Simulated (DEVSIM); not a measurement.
# abrupt Si n-p junction

Structure: abrupt Si n-p junction, at 300 K.

```tsv
layer (left to right)	material	thickness (μm)	Nd (cm⁻³)	Na (cm⁻³)	τn (s)	τp (s)
1	Si	2.90	2.6e17	-	3.7e-7	3.7e-7
2	Si	300	-	2.4e17	3.7e-7	3.7e-7
```

Left contact: ohmic. Right contact: ohmic. Voltage is applied to the left contact. Recombination: SRH at mid-gap, radiative, Auger. Mobility is constant in doping.

Constants are typed, rounded textbook-type inputs, not results; the design itself was drawn at random and stands for no fabricated device. Values at 300 K.

| parameter | Si |
|---|---|
| gap (eV) | 1.124 |
| affinity (eV) | 4.05 |
| permittivity | 11.7 |
| Nc (cm⁻³) | 2.86e19 |
| Nv (cm⁻³) | 3.1e19 |
| μn (cm²/Vs) | 1417 |
| μp (cm²/Vs) | 470 |
| B (cm³/s) | 4.7e-15 |
| Cn (cm⁶/s) | 2.8e-31 |
| Cp (cm⁶/s) | 9.9e-32 |

Model (solved in DEVSIM): 1D drift-diffusion, Boltzmann statistics, complete ionisation; no tunnelling, impact ionisation, image-force lowering or self-heating.

```yaml
potential_step_across_the_device_at_zero_bias: 0.877 V
largest_field_in_the_device_at_zero_bias: 180000 V/cm
Dark forward voltage at 1 A/cm²: 0.682 V
Dark forward voltage at 100 A/cm²: 0.956 V
```

Dark reverse current:

```
V (V)  J (A/cm²)
-----  ---------
0.04     8.8e-10
0.10      1.8e-9
0.20      3.0e-9
0.30      4.1e-9
0.40      5.2e-9
0.60      7.3e-9
0.80      9.2e-9
```

Dark forward current:

```json
[
 {"V (V)": "-0.05", "J (A/cm²)": "-2.1e-9"},
 {"V (V)": "-0.15", "J (A/cm²)": "-2.3e-8"},
 {"V (V)": "-0.20", "J (A/cm²)": "-7.0e-8"},
 {"V (V)": "-0.30", "J (A/cm²)": "-8.9e-7"},
 {"V (V)": "-0.40", "J (A/cm²)": "-2.4e-5"},
 {"V (V)": "-0.45", "J (A/cm²)": "-0.00015"},
 {"V (V)": "-0.55", "J (A/cm²)": "-0.0067"},
 {"V (V)": "-0.60", "J (A/cm²)": "-0.046"},
 {"V (V)": "-0.70", "J (A/cm²)": "-1.9"},
 {"V (V)": "-0.80", "J (A/cm²)": "-24"},
 {"V (V)": "-0.85", "J (A/cm²)": "-45"},
 {"V (V)": "-0.95", "J (A/cm²)": "-97"},
 {"V (V)": "-1.05", "J (A/cm²)": "-160"},
 {"V (V)": "-1.10", "J (A/cm²)": "-190"},
 {"V (V)": "-1.20", "J (A/cm²)": "-250"},
 {"V (V)": "-1.25", "J (A/cm²)": "-290"},
 {"V (V)": "-1.35", "J (A/cm²)": "-370"},
 {"V (V)": "-1.45", "J (A/cm²)": "-450"},
 {"V (V)": "-1.50", "J (A/cm²)": "-490"},
 {"V (V)": "-1.60", "J (A/cm²)": "-580"}
]
```
